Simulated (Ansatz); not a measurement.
Consider PbS in the rock salt structure (space group Fm-3m, No. 225; a = 6.009 Å).

Perturbation: a negative pressure, −2 GPa.

Levels (all Ansatz, an electronic-structure program, PAW): PBE (420 eV, no spin-orbit coupling); r2SCAN (500 eV, scalar-relativistic without spin-orbit coupling); HSE06 (420 eV, no spin-orbit coupling); PBE+SOC (420 eV, with spin-orbit coupling).

At the geometry relaxed with PBE, these levels gave the following band gaps, in shuffled order: (a) 0.89 eV, (b) 0.17 eV, (c) 1.10 eV, (d) 0.62 eV.

Q: Match each gap to its level.

A: (a) r2SCAN; (b) PBE+SOC; (c) HSE06; (d) PBE.

Single points use the geometry relaxed with PBE. The hybrid gap comes from the SCF mesh plus the semilocal run's edge points and a few special points and is an upper bound. Differences between runs with and without spin-orbit coupling are approximate. With Pb present, leaving out spin-orbit coupling can change the band edges. Load acts through the strain it causes; cell and atoms are relaxed under it. Whether these cells are dynamically stable was not tested. A zero or small gap of PbS under pressure −2 GPa can be the functional's error rather than a property of the material.
